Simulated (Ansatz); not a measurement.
System: C11b MoSi₂. Method: r²SCAN+rVV10 (plane waves, PAW; Ansatz, a quantum-chemistry and plane-wave program).

Run with plane-wave cutoff 560 eV, 24×24×24 k mesh, Fermi–Dirac smearing 0.05 eV, no spin polarisation, scalar-relativistic PAW data made under PBE.

Response to compression and expansion:

Shape and atoms are relaxed at each volume.

```csv
V (Å³/atom),P (GPa),c (Å),a (Å)
12.767,9.86,7.722,3.150
13.033,4.66,7.766,3.173
13.299,0.00,7.810,3.196
13.565,-4.19,7.854,3.219
13.831,-7.94,7.897,3.242
```

Note: the bulk modulus comes from volumes at which shape and atoms were relaxed.
